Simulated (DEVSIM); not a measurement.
Device: Pt/Al2O3/SiO2/n-Si capacitor, at 300 K.

```csv
layer (left to right),material,thickness (nm),Nd (cm⁻³)
1,Al2O3,3.30,-
2,SiO2,1.20,-
3,Si,1500,1.5e17
```

Metal gate on the left, work function 5.6 eV. Fixed charge at the semiconductor interface -3.9e10 cm⁻² (in units of +e); interface traps 5.3e10 cm⁻² eV⁻¹, uniform in energy, neutral level at 0.7 of the gap above the valence band.

The device is made up for the run: typed textbook-type constants, with dimensions and the other settings drawn at random. Values at 300 K.

```tsv
parameter	Al2O3	SiO2	Si
gap (eV)	6.8	9	1.124
affinity (eV)	1.35	0.9	4.05
permittivity	9	3.9	11.7
Nc (cm⁻³)	-	-	2.86e19
Nv (cm⁻³)	-	-	3.1e19
```

Model (solved in DEVSIM): 1D Poisson equation in equilibrium, Boltzmann statistics, complete ionisation; no quantum confinement or tunnelling. Metal contacts follow the ideal Schottky-Mott rule: no Fermi-level pinning, no interface dipoles.

The gate work function was swept, all else fixed.

```csv
gate work function (eV),threshold voltage (band bending 2φF) (V),flat-band voltage (V)
5.3,0.11,1.12
5.45,0.26,1.27
5.6,0.41,1.42
5.75,0.56,1.57
5.9,0.71,1.72
```

From the first row to the last the threshold voltage (band bending 2φF) goes from 0.11 to 0.71. From the first row to the last the flat-band voltage goes from 1.12 to 1.72.
